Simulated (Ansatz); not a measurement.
SrRh₆As₄ (P-6m2, No. 187, 11 atoms in the cell; start COD 1522256) was calculated with r²SCAN in Ansatz (PAW).

Numerical settings: plane-wave cutoff 560 eV, 12×12×14 k mesh (along the axes of the cell as run), Fermi–Dirac smearing 0.05 eV, no spin polarisation, scalar-relativistic PAW data made under PBE.

Cell (relaxed at this level):

```
Rh6SrAs4
1.0
    7.24007     0.00000     0.00000
   -3.62004     6.27009     0.00000
    0.00000     0.00000     3.83799
Rh Sr As
6 1 4
Direct
  0.20216   0.40432   0.50000
  0.59568   0.79784   0.50000
  0.20216   0.79784   0.50000
  0.53467   0.06935   0.00000
  0.93065   0.46533   0.00000
  0.53467   0.46533   0.00000
  0.00000   0.00000   0.00000
  0.33333   0.66667   0.00000
  0.80929   0.61859   0.50000
  0.38141   0.19071   0.50000
  0.80929   0.19071   0.50000
```

Task: Estimate the bulk modulus B0 that the calculation returns.

Result: 
- bulk modulus B0 = 179 GPa

The run finds no gap.

Note: the bulk modulus is −V dP/dV from two relaxed cells at ±2 % in volume; the relaxation could not lower the start's symmetry, so the cell can be a saddle point above a distorted one.

Ansatz is an electronic-structure program.
